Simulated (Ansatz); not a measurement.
## Rh: biaxial strain +1.25 %, plane normal [111], relaxed out of plane

The reference is Rh in the fcc (Cu type) structure (space group Fm-3m, No. 225; a = 3.755 Å; relaxed with 0.1 eV smearing). Axes: x, y, z lie along the cube axes.

Modification: biaxial strain +1.25 %, plane normal [111], relaxed out of plane (Cartesian); in-plane vectors clamped, the third vector and the atoms free.

Calculations: LDA, PAW, 420 eV (Ansatz, a quantum-chemistry and plane-wave program; scalar-relativistic without spin-orbit coupling). Γ-centred 30×30×30 mesh, Fermi–Dirac width 0.1 eV.

| quantity | base | changed | shift |
|---|---|---|---|
| volume per atom | 13.24 Å³ | 13.48 Å³ | +0.24 Å³ |
| space group | Fm-3m (No. 225) | R-3m (No. 166) | – |
| shortest interatomic distance | 2.655 Å | 2.654 Å | -0.001 Å |
| energy relative to the base (free energy F) | 0 meV/atom | +8.4 meV/atom | +8.4 meV/atom |
| pressure (mean of the normal stresses, compression positive) | 0.0 GPa | -5.3 GPa | -5.3 GPa |
| band gap | zero | zero | – |
| out-of-plane strain | – | -0.69 % | – |
| ratio −ε⊥/ε∥ | – | 0.55 | – |
| mean in-plane stress (compression positive) | – | -7.9 GPa | – |

No phonon test of stability was made. The final runs are not spin-polarised.
